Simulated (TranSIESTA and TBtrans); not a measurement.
Device: Cu point contact of 4 atoms in a row between two rods. Leads: fcc Cu rod along [100], layers of 5 and 4 atoms, a = 3.63 Å. Geometry: as built, not relaxed. Transport runs along z; the first 18 and the last 18 of the 71 atoms are the lead cells, repeated to infinity.

```xyz
71
Lattice="13.634 0.000 0.000 0.000 13.634 0.000 0.000 0.000 36.124" Properties=species:S:1:pos:R:3 pbc="F F T"
Cu     6.817     6.817     0.000
Cu     9.384     6.817     0.000
Cu     6.817     9.384     0.000
Cu     4.250     6.817     0.000
Cu     6.817     4.250     0.000
Cu     8.100     8.100     1.815
Cu     5.533     8.100     1.815
Cu     8.100     5.533     1.815
Cu     5.533     5.533     1.815
Cu     6.817     6.817     3.630
Cu     9.384     6.817     3.630
Cu     6.817     9.384     3.630
Cu     4.250     6.817     3.630
Cu     6.817     4.250     3.630
Cu     8.100     8.100     5.445
Cu     5.533     8.100     5.445
Cu     8.100     5.533     5.445
Cu     5.533     5.533     5.445
Cu     6.817     6.817     7.260
Cu     9.384     6.817     7.260
Cu     6.817     9.384     7.260
Cu     4.250     6.817     7.260
Cu     6.817     4.250     7.260
Cu     8.100     8.100     9.075
Cu     5.533     8.100     9.075
Cu     8.100     5.533     9.075
Cu     5.533     5.533     9.075
Cu     6.817     6.817    10.890
Cu     9.384     6.817    10.890
Cu     6.817     9.384    10.890
Cu     4.250     6.817    10.890
Cu     6.817     4.250    10.890
Cu     8.100     8.100    12.705
Cu     5.533     8.100    12.705
Cu     8.100     5.533    12.705
Cu     5.533     5.533    12.705
Cu     6.817     6.817    14.520
Cu     6.817     6.817    16.881
Cu     6.817     6.817    19.243
Cu     6.817     6.817    21.604
Cu     8.100     8.100    23.419
Cu     5.533     8.100    23.419
Cu     8.100     5.533    23.419
Cu     5.533     5.533    23.419
Cu     6.817     6.817    25.234
Cu     9.384     6.817    25.234
Cu     6.817     9.384    25.234
Cu     4.250     6.817    25.234
Cu     6.817     4.250    25.234
Cu     8.100     8.100    27.049
Cu     5.533     8.100    27.049
Cu     8.100     5.533    27.049
Cu     5.533     5.533    27.049
Cu     6.817     6.817    28.864
Cu     9.384     6.817    28.864
Cu     6.817     9.384    28.864
Cu     4.250     6.817    28.864
Cu     6.817     4.250    28.864
Cu     8.100     8.100    30.679
Cu     5.533     8.100    30.679
Cu     8.100     5.533    30.679
Cu     5.533     5.533    30.679
Cu     6.817     6.817    32.494
Cu     9.384     6.817    32.494
Cu     6.817     9.384    32.494
Cu     4.250     6.817    32.494
Cu     6.817     4.250    32.494
Cu     8.100     8.100    34.309
Cu     5.533     8.100    34.309
Cu     8.100     5.533    34.309
Cu     5.533     5.533    34.309
```

Run with TranSIESTA and TBtrans (open boundaries, self-consistent; PseudoDojo norm-conserving potentials, scalar-relativistic): PAO.BasisSize SZP, PAO.EnergyShift 0.15 eV, XC.Authors PBE, Mesh.Cutoff 150 Ry, ElectronicTemperature 300 K, TS.Voltage 0.0 eV, TBT.Elecs.Eta 0.001 eV, no spin polarisation.

Energies count from the leads' Fermi level. Transmissions are for one spin of a degenerate pair. The energy step is 0.02 eV; narrower resonances are cut or missed.

```
E (eV)      T
------  -----
-0.20   0.652
-0.16    1.03
-0.12    1.11
-0.08   0.974
-0.04   0.926
0.00    0.890
0.04    0.857
0.08    0.871
0.12    0.890
0.16    0.909
0.20    0.926
```

**Question.** Give the zero-bias conductance in μS and the resistance at 300 K.

**Answer.** At the Fermi level T = 0.890. Averaged with −∂f/∂E over the full grid (kT = 25.9 meV) it is 0.897. With G0 = 2e²/h = 77.48 μS, G = 69.5 μS and R = 1/G = 14.4 kΩ.

**Question.** The eigenchannels at the Fermi level transmit 0.817, 0.0365, 0.0365. What Fano factor of the shot noise follows at low temperature and bias?

**Answer.** F = Σ τ(1 − τ)/Σ τ = 0.220/0.890 = 0.25.

The leads' channel count changes near 0.01 eV, within the thermal window, so values at the Fermi level hang on where that band edge falls.
